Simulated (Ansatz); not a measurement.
## CdTe, pressure series

The reference is CdTe in the zinc blende structure (space group F-43m, No. 216; a = 6.489 Å).

Cell and atoms are relaxed at each pressure.

Levels (all Ansatz, a program for electronic structure, PAW): PBEsol (420 eV, scalar-relativistic without spin-orbit coupling); r2SCAN (500 eV, without spin-orbit coupling); HSE06 (420 eV, no SOC).

Band gaps by level, all at the geometries relaxed with PBEsol:

| case | PBEsol | r2SCAN | HSE06 |
|---|---|---|---|
| base | 0.65 eV | 1.27 eV | 1.62 eV |
| pressure 0.3 GPa | 0.67 eV | 1.29 eV | 1.65 eV |
| pressure 0.7 GPa | 0.70 eV | [?] | 1.68 eV |
| pressure 1.5 GPa | 0.75 eV | 1.38 eV | 1.74 eV |
| pressure 3 GPa | 0.83 eV | 1.47 eV | [?] |
| pressure 5 GPa | 0.94 eV | [?] | 1.95 eV |
| pressure 7.5 GPa | 1.04 eV | 1.70 eV | 2.07 eV |
| pressure 10 GPa | 1.14 eV | 1.80 eV | 2.18 eV |

### Question
Some entries are withheld; estimate them.

### Answer

- pressure 0.7 GPa, r2SCAN: 1.32 eV
- pressure 3 GPa, HSE06: 1.84 eV
- pressure 5 GPa, r2SCAN: 1.58 eV

Single points use the geometry relaxed with PBEsol. Spin-orbit coupling, missing from the scalar runs, can matter with Te. Load acts through the strain it causes; cell and atoms are relaxed under it. Stability against distortions was not tested. Measured, CdTe leaves this structure (for cinnabar) near 3.53 GPa (temperature not stated; as listed in Datta, Sujoy, Jana, Debnarayan, arXiv (2020)), on rising pressure, with hysteresis.
